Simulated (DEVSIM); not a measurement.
System: Si n-i-p diode, at 250 K.

Layer 1 from the left is Si, thickness (μm) 0.400, Nd (cm⁻³) 3.1e18, τn (s) 4.5e-7, τp (s) 4.5e-7. Layer 2 from the left is Si, thickness (μm) 0.900, Na (cm⁻³) 4.3e13, τn (s) 4.5e-7, τp (s) 4.5e-7. Layer 3 from the left is Si, thickness (μm) 1.70, Na (cm⁻³) 1.9e18, τn (s) 4.5e-7, τp (s) 4.5e-7.

Left contact: ohmic. Right contact: ohmic. Voltage is applied to the left contact. Recombination: SRH at mid-gap, radiative. Mobility is μmin + (μ − μmin)/(1 + (N/Nref)^α).

This is a model device: material constants are rounded textbook-type values typed into the input, and sizes, dopings and lifetimes were drawn at random. Values at 300 K; Nc and Nv go as T^1.5, mobilities as T to minus their exponent, the gap by Varshni's rule with the affinity fixed.

Si: gap (eV) 1.124, affinity (eV) 4.05, permittivity 11.7, Nc (cm⁻³) 2.86e19, Nv (cm⁻³) 3.1e19, μn (cm²/Vs) 1417, μp (cm²/Vs) 470, μn,min 52, μp,min 45, Nref,n 9.7e16, Nref,p 2.2e17, αn 0.68, αp 0.72, T exponent of μn 2.3, T exponent of μp 2.2, B (cm³/s) 4.7e-15, Varshni α (eV/K) 0.000473, Varshni β (K) 636.

Model (solved in DEVSIM): 1D drift-diffusion, Boltzmann statistics, complete ionisation; no tunnelling, impact ionisation, image-force lowering or self-heating.

Question: What does the simulation give for the dark forward voltage at 100 A/cm², the potential step across the device at zero bias, the dark forward voltage at 1 A/cm²?

Answer: dark forward voltage at 100 A/cm² 0.911 V; potential step across the device at zero bias 1.040 V; dark forward voltage at 1 A/cm² 0.807 V.
